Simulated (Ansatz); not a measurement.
## Mg: response to strain

Take Mg in the hcp (Mg type) structure (space group P6_3/mmc, No. 194; a = 3.195 Å, c = 5.197 Å; relaxed with 0.1 eV smearing) as the base. Axes: x lies along a and z along c of the hexagonal cell.

Strains are applied to the cell and any free atomic positions relax.

Method: PBE (Ansatz, a first-principles code, PAW, no spin-orbit coupling).

Notes on the quantities. energy relative to the base: free energy F.

```json
[
 {"uniaxial strain ε_zz (%)": "-3", "energy relative to the base (meV/atom)": "4.5"},
 {"uniaxial strain ε_zz (%)": "-2.5", "energy relative to the base (meV/atom)": "3.1"},
 {"uniaxial strain ε_zz (%)": "-2", "energy relative to the base (meV/atom)": "?"},
 {"uniaxial strain ε_zz (%)": "-1.5", "energy relative to the base (meV/atom)": "1.1"},
 {"uniaxial strain ε_zz (%)": "-1", "energy relative to the base (meV/atom)": "0.5"},
 {"uniaxial strain ε_zz (%)": "-0.5", "energy relative to the base (meV/atom)": "0.1"},
 {"uniaxial strain ε_zz (%)": "0", "energy relative to the base (meV/atom)": "0.0"}
]
```

Q: Fit ΔE = Aε² + Bε³ (ε in %) to the rows shown and predict the withheld row.

A: Least squares on the printed values gives A = 0.479 and B = -0.0068 meV/atom (largest residual 0.0 meV/atom); this predicts 2.0 meV/atom, and the run gives 2.0 meV/atom, in agreement.

No phonon test of stability was made.
